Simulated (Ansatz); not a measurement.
Consider SrTiO₃ in the cubic perovskite structure (space group Pm-3m, No. 221).

SrTiO3 has the cubic space group Pm-3m (No. 221), the cubic perovskite structure, Pearson symbol cP5. Conventional cell: a = b = c = 3.8911 Å, α = β = γ = 90.00°. Sr on 1a is surrounded by 12 O at 2.751 Å (cuboctahedral). Ti on 1b is coordinated by 6 O at 1.946 Å (octahedral). O on 3c sees 2 Ti at 1.946 Å and 4 Sr at 2.751 Å (octahedral). (Neighbours: up to the widest gap in distance over summed covalent radii, below 1.35, at either atom; cation-cation and far metal-metal contacts left out.)

The values are results of Ansatz (a program for electronic structure) PBEsol, spin-orbit coupling left out, not measurements.

One change was made to it. Results:

The shortest interatomic distance falls by 0.0444 Å to 1.901 Å; the gap character remains indirect, R → Γ.

Name the change that was made.
A) pressure 50 GPa
B) pressure 15 GPa
C) pressure 30 GPa
D) pressure 7 GPa

B, pressure 15 GPa. For comparison, the shortest interatomic distance in the other runs: pressure 30 GPa gives 1.867 Å; pressure 7 GPa gives 1.923 Å; pressure 50 GPa gives 1.832 Å.

Load acts through the strain it causes; cell and atoms are relaxed under it. No phonon test of stability was made. No other phases were tried under pressure. All final runs are without spin polarisation. Many cubic perovskites are stable only at high temperature; tilts and polar distortions were not tested.
